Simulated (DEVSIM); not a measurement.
Device: illuminated CdTe p-on-n cell, one wavelength, at 300 K.

Layer 1 from the left is CdTe, thickness (μm) 0.180, Na (cm⁻³) 5.1e17, τn (s) 1.5e-9, τp (s) 5e-10, absorption coefficient (cm⁻¹) 5000. Layer 2 from the left is CdTe, thickness (μm) 5.40, Nd (cm⁻³) 2.9e16, τn (s) 8.6e-9, τp (s) 8.6e-9, absorption coefficient (cm⁻¹) 5000.

Left contact: ohmic, minority electron recombination velocity 5000 cm/s. Right contact: ohmic, minority hole recombination velocity 200 cm/s. Voltage is applied to the left contact. Recombination: SRH at mid-gap, radiative, Auger. Light enters at the left, 3.2e17 photons cm⁻² s⁻¹, one pass, no reflection. Mobility is μmin + (μ − μmin)/(1 + (N/Nref)^α).

This is a model device: material constants are rounded textbook-type values typed into the input, and sizes, dopings and lifetimes were drawn at random. Values at 300 K.

CdTe: gap (eV) 1.5, affinity (eV) 4.28, permittivity 10.2, Nc (cm⁻³) 8e17, Nv (cm⁻³) 1.8e19, μn (cm²/Vs) 1000, μp (cm²/Vs) 80, μn,min 100, μp,min 10, Nref,n 1e17, Nref,p 1e17, αn 0.6, αp 0.6, B (cm³/s) 1e-10, Cn (cm⁶/s) 1e-30, Cp (cm⁶/s) 1e-30.

Simulated with DEVSIM: 1D drift-diffusion, Boltzmann statistics, complete ionisation; no tunnelling, impact ionisation, image-force lowering or self-heating.

Dark forward current:

```csv
|V| (V),|J| (A/cm²)
0.05,1.723e-11
0.10,5.987e-11
0.15,1.730e-10
0.20,4.773e-10
0.25,1.300e-9
0.30,3.525e-9
0.35,9.555e-9
0.40,2.593e-8
0.45,7.051e-8
0.50,1.922e-7
0.55,5.252e-7
0.60,1.440e-6
0.65,3.968e-6
0.70,1.100e-5
0.75,3.077e-5
0.80,8.746e-5
0.85,0.0002559
0.90,0.0007903
0.95,0.002692
1.00,0.01064
1.05,0.05020
1.10,0.2753
1.15,1.637
1.20,9.269
1.25,40.50
1.30,130.0
```

Question: Work out the local ideality factor n = ΔV / (kT/q · ln(J2/J1)) between the rows 0.15 and 0.20 V, 1.10 and 1.15 V, 1.25 and 1.30 V.

Answer: kT/q = 25.85 mV. From 0.15 to 0.20 V: ln(4.773e-10/1.730e-10) = 1.015, n = 1.91, near the 2 of recombination in the depletion region. From 1.10 to 1.15 V: ln(1.637/0.2753) = 1.783, n = 1.08, near the 1 of diffusion or emission over a barrier. From 1.25 to 1.30 V: ln(130.0/40.50) = 1.166, n = 1.66; the layers' resistance at their doping, Σ W/(qμN) = 0.00017 Ω cm², would take 15 mV of this step of 50 mV.

Question: What current could the absorbed light give at most, and what share is collected?

Answer: Σ αd = 2.79, so qΦ(1 − exp(−Σ αd)) = 48.1 mA/cm². The simulated short-circuit current is 24.21 mA/cm², a share of 0.50.

Question: Estimate the open-circuit voltage by superposition: the voltage at which the dark current equals that short-circuit current.

Answer: Interpolating ln J in the table gives 1.026 V. The simulation gives 1.025 V, the same within the digits that matter. Superposition holds where collection doesn't change with voltage.

Question: Estimate the fill factor from FF0 = (v − ln(v + 0.72))/(v + 1), v = qVoc/(nkT), with n from the dark curve.

Answer: The rows about Voc, 1.00 and 1.05 V, give n = 1.25, so v = 31.8 and FF0 = 0.863. The simulation gives 0.799; the estimate lies 8.1 % above.
